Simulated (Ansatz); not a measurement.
Cell and atoms of amorphous Si$_{48}$Ge$_{24}$:

```xyz
72
Lattice="11.7600 0.0280 0.2751 0.0280 11.0776 -0.2693 0.2751 -0.2693 12.1812" Properties=species:S:1:pos:R:3 pbc="T T T"
Si     4.7136    10.7414     4.9364
Si     1.0087     6.3707     4.8381
Si     3.3723     1.4687     8.4025
Si     5.0259     4.8776    10.6917
Si     5.8053     9.8771     8.5280
Si     9.5255     5.4657    12.1580
Si     4.0427    10.5250     7.1873
Si     5.9340     1.6518     5.1393
Si     9.5439     0.9667     1.2540
Si     4.3511     1.1607    10.6014
Si    11.3036     9.4566    10.0538
Si     8.1955     4.4632     6.1024
Si     6.9252     9.3977     1.0881
Si     1.1651     9.6233     2.4605
Si     1.1683     5.4050     1.1303
Si     6.4874     6.6843    10.2560
Si    10.9538     4.3042     8.2903
Si     4.8140     2.7513     7.0117
Si     8.0223     8.9484     3.0996
Si     9.3691    10.8437     3.0161
Si     1.3515     4.0451     4.7415
Si     6.9537     5.6888     4.4510
Si     0.8342     4.2905     9.7607
Si     8.0499    10.7631    11.7192
Si     8.2085     0.9996     4.9664
Si     3.0253     1.9674     2.4155
Si     9.0785     4.8520     2.1449
Si     0.9595     7.8684    10.8658
Si     4.9535     7.0277     4.3663
Si     1.3532     9.9275     0.1203
Si     0.2797     1.9996    10.1317
Si     2.7332     7.3224     9.3924
Si     9.6072     5.9814     7.3089
Si     8.6920    10.7671     6.5826
Si    10.5915     7.2793     5.5778
Si     3.4261     5.3669     0.4387
Si     3.6693     4.0237     5.2739
Si     3.0509     6.9543     5.8468
Si     8.1539     1.2720     8.5440
Si    11.8525     5.7557    11.7537
Si     0.9818     3.3704     2.4912
Si     6.6485     0.5111    10.2100
Si     4.6216     9.4263     1.3629
Si     9.6656     2.8328     5.0506
Si     9.0230     8.9909    10.3034
Si    10.3464     2.9159     2.7070
Si     0.4112     9.9217     7.6099
Si     6.2469     8.9619     4.6755
Ge     2.4837     8.7044     7.4115
Ge     9.8515     2.5370     9.6066
Ge    11.7322     0.1683    11.9587
Ge     1.5441     7.2394     2.6716
Ge     4.0023     7.1137     2.1127
Ge     7.2017     8.9260     6.8683
Ge    11.5361     0.1138     4.3318
Ge    10.7948     9.7028     5.9487
Ge     7.0257     3.3969     8.0010
Ge     4.6428     5.4855     7.1281
Ge     3.8917    10.0970    11.5542
Ge     3.7316     2.8854     0.3201
Ge     4.7823     8.3566    10.0377
Ge     8.1177     7.4172     8.5539
Ge     4.9789     3.1088     3.4667
Ge    11.6657     2.8448     6.5092
Ge     9.0297     6.7945     3.6833
Ge     6.5672     4.6571     2.1940
Ge     8.1181     7.3879    11.8973
Ge     3.1408     4.8937     9.0864
Ge     6.4207     3.2605    12.0438
Ge     0.9784     1.2110     7.9484
Ge     3.3049    10.7071     2.9600
Ge     8.2592     4.1137    10.5038
```

All values below come from PBE, scalar-relativistic without spin-orbit coupling (plane waves to 420 eV, PAW; Ansatz, an electronic-structure program).

The cell was made by melting and quenching with the CHGNet potential and then relaxed with DFT. The hot cell started wider than the set density and was brought back towards it in steps. It is the lowest in DFT energy of 4 quenches. It is a model cell: composition and starting density were chosen by hand, and all elements were melted together. No dispersion term was used. Its density started from a set value of 3.19 and ended at 3.24 g/cm³. The quench (nominally 100 K/ps over its main leg) was far faster than any real one, so the model tends to hold more defects than a real film. One small periodic cell is one sample of the glass; other quenches scatter about these values. Volume and shape were free in the relaxation. On a 2×2×2 Γ-centred mesh force components of up to 0.19 eV/Å stay, since the relaxation ran on one k-point at (1/4, 1/4, 1/4).

Bonds are counted up to Si-Si 2.68 Å, Si-Ge 2.80 Å, Ge-Ge 2.76 Å.

Give the coordination numbers, mean bond lengths and angles.


```json
{
 "Mean coordination of Si": "4.02 (47 with 4, 1 with 5)",
 "Mean coordination of Ge": "3.88 (3 with 3, 21 with 4)",
 "Mean Si-Si bond": "2.386 Å (spread 0.046 Å, 61 counted)",
 "Mean Si-Ge bond": "2.450 Å (spread 0.056 Å, 71 counted)",
 "Mean Ge-Ge bond": "2.524 Å (spread 0.058 Å, 11 counted)",
 "Bond angle at Si": "mean 108.7°, spread 13.2°",
 "Bond angle at Ge": "mean 107.2°, spread 17.2°"
}
```

Which atoms depart from the most common coordination of their element?

Si18 has 5 (Si3 2.38 Å, Si37 2.44 Å, Si8 2.44 Å, Ge57 2.51 Å, Ge58 2.74 Å); Ge55 has 3 (Si14 2.45 Å, Si20 2.46 Å, Ge56 2.52 Å); Ge57 has 3 (Si39 2.47 Å, Si12 2.47 Å, Si18 2.51 Å); Ge72 has 3 (Ge50 2.41 Å, Si6 2.48 Å, Ge69 2.55 Å).
